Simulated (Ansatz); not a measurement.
**A computed series for FeCo: pressure series**

The reference is FeCo in the CsCl type structure (space group Pm-3m, No. 221; ferromagnetic).

```yaml
crystal:
  lattice:
    - [2.80013, 0.00000, 0.00000]
    - [0.00000, 2.80013, 0.00000]
    - [0.00000, 0.00000, 2.80013]
  atoms:
    - { symbol: Fe, position: [0.00000, 0.00000, 0.00000] }
    - { symbol: Co, position: [0.50000, 0.50000, 0.50000] }
```

Cell and atoms are relaxed at each pressure.

All numbers come from PBEsol/PAW in Ansatz (a quantum-chemistry and plane-wave program), spin-orbit coupling left out, earlier PAW set.

```tsv
pressure (GPa)	volume per atom (Å³/atom)
-2	11.081
-1	11.029
0	10.978
0.9	?
2.1	10.874
4.5	10.764
9	10.570
15	10.339
30	9.866
```

### Question
Fit the third-order Birch–Murnaghan form P(V) = (3B₀/2)[(V₀/V)^(7/3) − (V₀/V)^(5/3)]·[1 + (3/4)(B₀′ − 4)((V₀/V)^(2/3) − 1)] (squares taken in P) to the rows shown and predict the withheld row.

### Answer
Least squares on the printed values gives V₀ = 10.978 Å³/atom, B₀ = 217 GPa, B₀′ = 4.8; this predicts 10.933 Å³/atom, and the run gives 10.933 Å³/atom, in agreement.

Other magnetic orders, which the real material may have, were not ruled out. Load acts through the strain it causes; cell and atoms are relaxed under it. Stability against distortions was not tested. No other phases were tried under pressure.
